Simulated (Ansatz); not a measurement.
The parent structure is ZrN in the rock salt structure (space group Fm-3m, No. 225; a = 4.5522 Å). Axes: x, y, z lie along the cube axes.

The values are results of Ansatz (a quantum-chemistry and plane-wave program), PBEsol, PAW, cutoff 420 eV, no spin-orbit coupling, not measurements.

For the base:

```
Quantity           Result
---------------  --------
Volume per atom  11.79 Å³
Pressure          0.0 GPa
```

It is then changed as follows: tensile biaxial strain of 0.84 % in the plane normal to [001], as in epitaxy on a mismatched substrate; the out-of-plane cell vector and the atoms relax.

Task: Estimate the effect on the energy relative to the base.

Result: The energy increases by 3.2 meV/atom.

Task: Predict the new volume per atom.

Result: The volume per atom goes up by 0.16 Å³ to 11.95 Å³.

Task: What happens to the pressure?

Result: The pressure (mean of the normal stresses, compression positive) goes from zero to -3.4 GPa.

Without a gap, meshes like the base's 18×18×18 leave anisotropic stresses uncertain by several tenths of a GPa, and small strain energies with them. No phonon test of stability was made. The final runs are not spin-polarised. An odd electron count without spin: ZrN.
